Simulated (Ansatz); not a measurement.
Consider ZnSnP₂ in the chalcopyrite structure (space group I-42d, No. 122; a = 5.702 Å, c = 11.436 Å). Axes: x, y, z lie along a, b, c of the conventional cell.

Level of theory: PBE, PAW, 420 eV (Ansatz, a program for electronic structure; no spin-orbit coupling), earlier PAW set.

Before the change:

```
Item                                 Value
---------------------  -------------------
Pressure                          0.00 GPa
Volume per atom                   23.24 Å³
Valence-band top at Γ  0.00, 0.00, 0.00 eV
Band gap                           0.68 eV
```

It is then changed as follows: biaxial strain +4.05 %, plane normal [001], relaxed out of plane (Cartesian); in-plane vectors clamped, the third vector and the atoms free.

**Question.** How does this affect the pressure, volume per atom, valence-band top at Γ and band gap?

**Answer.** The pressure (mean of the normal stresses, compression positive) goes from zero to -2.40 GPa; the volume per atom goes up by 0.95 Å³ to 24.19 Å³; the valence-band top at Γ (three highest levels, from the VBM) goes from 0.00, 0.00, 0.00 eV to 0.00, -0.34, -0.34 eV; the band gap falls by 0.403 eV to 0.27 eV.

Whether these cells are dynamically stable was not tested. A zero or small gap of ZnSnP2 under biaxial strain +4.05 %, plane normal [001], relaxed out of plane can be the functional's error rather than a property of the material.
